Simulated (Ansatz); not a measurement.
The reference is BN in the wurtzite structure (space group P6_3mc, No. 186; a = 2.5410 Å, c = 4.2033 Å).

Level of theory: plane-wave PAW DFT at the PBEsol level (Ansatz, a quantum-chemistry and plane-wave program, 420 eV), without spin-orbit coupling.

For the base:

* **Gap character**: indirect, Γ → K
* **Pressure**: 0.00 GPa
* **Smallest direct gap**: 8.21 eV
* **Band gap**: 4.96 eV
* **Valence-band top at Γ**: 0.00, 0.00, -0.28 eV

One thing is altered: an isotropic linear strain of −2.40 %, atoms relaxed at fixed cell.

Predict the new gap character, pressure, smallest direct gap, band gap and valence-band top at Γ.

The gap character is still indirect, Γ → K; the pressure (mean of the normal stresses, compression positive) goes from zero to 32.08 GPa; the smallest direct gap rises by 0.34 eV, from 8.21 eV to 8.55 eV; the band gap falls by 0.17 eV (4.96 eV → 4.79 eV); the valence-band top at Γ (three highest levels, from the VBM) becomes 0.00, 0.00, -0.35 eV (base: 0.00, 0.00, -0.28 eV).

No phonon test of stability was made.
